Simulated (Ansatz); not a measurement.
Start from ZnSnO3 (space group R3c, No. 161).

```yaml
crystal:
  lattice:
    - [2.63915, 1.52372, 4.66998]
    - [-2.63915, 1.52372, 4.66998]
    - [0.00000, -3.04743, 4.66998]
  atoms:
    - { symbol: Zn, position: [0.29492, 0.29492, 0.29492] }
    - { symbol: Zn, position: [0.79492, 0.79492, 0.79492] }
    - { symbol: Sn, position: [0.01257, 0.01257, 0.01257] }
    - { symbol: Sn, position: [0.51257, 0.51257, 0.51257] }
    - { symbol: O, position: [0.72151, 0.11607, 0.40522] }
    - { symbol: O, position: [0.40522, 0.72151, 0.11607] }
    - { symbol: O, position: [0.11607, 0.40522, 0.72151] }
    - { symbol: O, position: [0.90522, 0.61607, 0.22151] }
    - { symbol: O, position: [0.22151, 0.90522, 0.61607] }
    - { symbol: O, position: [0.61607, 0.22151, 0.90522] }
```

Computed with PBEsol (Ansatz, a quantum-chemistry and plane-wave program; PAW; 420 eV plane waves; no spin-orbit coupling).

For the base:

- Lattice parameter a: 5.278 Å
- Band gap: 1.25 eV

Now apply this change: a negative pressure, −2 GPa.

### Question
What happens to the lattice parameter a and band gap?

### Answer
The lattice parameter a goes up by 0.016 Å, from 5.278 Å to 5.294 Å; the band gap shrinks by 0.07 eV, from 1.25 eV to 1.18 eV.

Load acts through the strain it causes; cell and atoms are relaxed under it. No phonon test of stability was made.
